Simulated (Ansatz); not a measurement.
Base system: Rh in the fcc (Cu type) structure (space group Fm-3m, No. 225; a = 3.802 Å; relaxed with 0.1 eV smearing). Axes: x, y, z lie along the cube axes.

Computed with r2SCAN, PAW, 500 eV (Ansatz, a program for electronic structure; without spin-orbit coupling).

Perturbation: a pure shear with ε_xy = ε_yx = 0.0057; the atoms relax in the strained cell.

### Question
What does the calculation give for the stress and energy relative to the base after the change?

### Answer
The stress (xx, yy, zz, yz, xz, xy; compression positive) is (0.1, 0.1, 0.0, 0.0, 0.0, -2.2) GPa; the energy rises by 1.1 meV/atom.

Whether these cells are dynamically stable was not tested. All final runs are without spin polarisation.
